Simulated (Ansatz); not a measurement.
Input:

End structure of Sn on the 1x1 (0001) surface of hcp Zr, one in a 3x3 cell, started at the site 'top Zr':

```
CELL_PARAMETERS angstrom
      9.69747     0.00000     0.00000
     -4.84874     8.39826     0.00000
      0.00000     0.00000    27.00000
ATOMIC_POSITIONS crystal
  Zr 0.22222 0.11111 0.36018
  Zr 0.22222 0.44444 0.36018
  Zr 0.22222 0.77778 0.36018
  Zr 0.55556 0.11111 0.36018
  Zr 0.55556 0.44444 0.36018
  Zr 0.55556 0.77778 0.36018
  Zr 0.88889 0.11111 0.36018
  Zr 0.88889 0.44444 0.36018
  Zr 0.88889 0.77778 0.36018
  Zr 0.11111 0.22222 0.45026
  Zr 0.11111 0.55556 0.45026
  Zr 0.11111 0.88889 0.45026
  Zr 0.44444 0.22222 0.45026
  Zr 0.44444 0.55556 0.45026
  Zr 0.44444 0.88889 0.45026
  Zr 0.77778 0.22222 0.45026
  Zr 0.77778 0.55556 0.45026
  Zr 0.77778 0.88889 0.45026
  Zr 0.23170 0.10163 0.54643
  Zr 0.23170 0.46340 0.54643
  Zr 0.21026 0.77180 0.55115
  Zr 0.56153 0.12307 0.55115
  Zr 0.54136 0.43735 0.55168
  Zr 0.56153 0.77180 0.55115
  Zr 0.86994 0.10163 0.54643
  Zr 0.89599 0.43735 0.55168
  Zr 0.89599 0.79197 0.55168
  Zr 0.11111 0.22222 0.62650
  Zr 0.11492 0.55135 0.64462
  Zr 0.11492 0.89691 0.64462
  Zr 0.43643 0.21841 0.64462
  Zr 0.43643 0.55135 0.64462
  Zr 0.44444 0.88889 0.63760
  Zr 0.78198 0.21841 0.64462
  Zr 0.77778 0.55556 0.63645
  Zr 0.78198 0.89691 0.64462
  Sn 0.11111 0.22222 0.72859
```

Model: 37-atom slab, 7.6 Å thick at the start under the adsorbate (thin: gaps and levels are the slab's own), 4x4x1 mesh, Fermi-Dirac 0.1 eV, dipole correction, 18 atoms held, the rest relaxed; symmetry of the start imposed; spin-polarised, no spin-orbit, no U, no dispersion correction. The starting moment vanished. At the end it is bonded to Zr. In PBE this state lies 0.08 eV over the lowest of the starts that converged ('hollow Zr-Zr-Zr').

A negative adsorption energy means that the adsorbate is more stable on the surface than in its reference.

Problem. Estimate the adsorption energy against an atom of beta tin that PBE run with Ansatz (a program for electronic structure) returns for this input.

Solution. -0.65 eV

Problem. Estimate the change of the work function that PBE returns for this input.

Solution. 0.031 eV

Problem. Estimate the work function of the top face that PBE returns for this input.

Solution. 4.19 eV

Problem. Give the change of the step from the bottom to the top vacuum level, against the clean slab at the level PBE.

Solution. 0.035 eV
